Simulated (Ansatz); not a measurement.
## Voigt–Reuss–Hill shear modulus of CsCl-type RuAl at several levels of theory

No measured value is used here.

```csv
level (code),value (GPa),cell (Å³/atom)
LDA (Ansatz),119,12.88
PBE (Ansatz),107,13.55
revPBE (Ansatz),104,13.73
RPBE (Ansatz),103,13.79
PBE-D3(BJ) (Ansatz),118,13.14
r²SCAN (Ansatz),118,13.26
r²SCAN+rVV10 (Ansatz),121,13.18
HSE06 (Ansatz),118,13.12
```

PBE-D3(BJ): the dispersion coefficients are held fixed in the derivatives. HSE06: hybrids on metals are sensitive to the k mesh. HSE06: the run warned that the count of filled bands differs between k points. Each level is taken at its own relaxed cell. Cutoffs and k meshes differ between the levels. Ansatz's density-functional and Hartree–Fock values are scalar-relativistic unless marked +SOC, with PAW data made under PBE.

Ansatz is an electronic-structure program.
